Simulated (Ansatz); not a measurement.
**How the volume per atom of CdSe (model structure, started from the beta GaS type, P6₃/mmc, No. 194, 8 atoms in the cell) moves with the method**

No measured value is used here.

Q: Put these levels in order of the volume per atom that they give for CdSe (model structure, started from the beta GaS type, P6₃/mmc, No. 194, 8 atoms in the cell), smallest first: PBE (Ansatz, a quantum-chemistry and plane-wave program), PBE-D3(BJ) (Ansatz), PBEsol (Ansatz).

A: PBE-D3(BJ) (30.16 Å³/atom), PBEsol (30.89 Å³/atom), PBE (34.76 Å³/atom)

Ansatz's density-functional and Hartree–Fock values are scalar-relativistic unless marked +SOC, with PAW data made under PBE.

A model structure was made by putting elements into a prototype or built by hand; it is no filed structure, need not be a known phase, and can be a saddle point held by its symmetry.
